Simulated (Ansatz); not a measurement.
For VSi₂ (P6₂22, No. 180), LDA in Ansatz (plane waves, PAW) gives:

| Property | Value |
|---|---|
| lattice parameter a | 4.491 Å |
| c axis length | 6.278 Å |

### Question
What does r²SCAN (Ansatz, a quantum-chemistry and plane-wave program, plane waves, PAW) give for the same quantities?

### Answer

- lattice constant a: 4.530 Å (increases by 0.9 %)
- lattice parameter c: 6.326 Å (rises by 0.8 %)

Changes are worked out from the printed values.

Unless a cell is named, each level is at its own relaxed cell (LDA 12.18, r²SCAN 12.49 Å³/atom).

The crystal itself was run without spin with LDA, r²SCAN.

Ansatz's density-functional and Hartree–Fock values are scalar-relativistic unless marked +SOC, with PAW data made under PBE.
